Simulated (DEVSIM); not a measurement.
Device: Ti/SiON/SiO2/n-Si capacitor, at 400 K.

| layer (left to right) | material | thickness (nm) | Nd (cm⁻³) |
|---|---|---|---|
| 1 | SiON | 2.80 | - |
| 2 | SiO2 | 0.760 | - |
| 3 | Si | 1700 | 1.2e17 |

Metal gate on the left, work function 4.33 eV. Fixed charge at the semiconductor interface 0 cm⁻² (in units of +e); interface traps 1e11 cm⁻² eV⁻¹, uniform in energy, neutral level at 0.7 of the gap above the valence band.

Constants are typed, rounded textbook-type inputs, not results; the design itself was drawn at random and stands for no fabricated device. Values at 300 K; Nc and Nv go as T^1.5, mobilities as T to minus their exponent, the gap by Varshni's rule with the affinity fixed.

```tsv
parameter	SiON	SiO2	Si
gap (eV)	7	9	1.124
affinity (eV)	1.4	0.9	4.05
permittivity	5.5	3.9	11.7
Nc (cm⁻³)	-	-	2.86e19
Nv (cm⁻³)	-	-	3.1e19
Varshni α (eV/K)	-	-	0.000473
Varshni β (K)	-	-	636
```

Model (solved in DEVSIM): 1D Poisson equation in equilibrium, Boltzmann statistics, complete ionisation; no quantum confinement or tunnelling. Metal contacts follow the ideal Schottky-Mott rule: no Fermi-level pinning, no interface dipoles.

Tabulate band edges, carrier densities and field at -0.5 V on the gate.

Energies count from the Fermi level of the right contact; mesh points crowd at the junctions.

```csv
x (μm),Ec (eV),Ev (eV),n (cm⁻³),p (cm⁻³),field (V/cm)
0.000,3.430,-3.570,< 1e2,< 1e2,-280000
0.0008827,3.405,-3.595,< 1e2,< 1e2,-280000
0.001812,3.379,-3.621,< 1e2,< 1e2,-280000
0.002745,3.353,-3.647,< 1e2,< 1e2,-280000
0.003364,3.829,-5.171,< 1e2,< 1e2,-400000
0.004329,0.662,-0.435,2.0e11,1.6e14,-130000
0.006328,0.637,-0.459,4.1e11,7.8e13,-120000
0.01289,0.561,-0.535,3.7e12,8.6e12,-110000
0.02375,0.453,-0.643,8.6e13,3.7e11,-89000
0.04588,0.301,-0.796,7.2e15,4.5e9,-49000
0.09092,0.209,-0.887,1.0e17,3.2e8,-4000
0.2387,0.204,-0.893,1.2e17,2.7e8,≈ 0
0.4834,0.204,-0.893,1.2e17,2.7e8,≈ 0
0.9614,0.204,-0.893,1.2e17,2.7e8,≈ 0
1.417,0.204,-0.893,1.2e17,2.7e8,≈ 0
1.568,0.204,-0.893,1.2e17,2.7e8,≈ 0
1.637,0.204,-0.893,1.2e17,2.7e8,≈ 0
1.672,0.204,-0.893,1.2e17,2.7e8,≈ 0
1.692,0.204,-0.893,1.2e17,2.7e8,≈ 0
1.698,0.204,-0.893,1.2e17,2.7e8,≈ 0
1.702,0.204,-0.893,1.2e17,2.7e8,≈ 0
1.704,0.204,-0.893,1.2e17,2.7e8,≈ 0
```
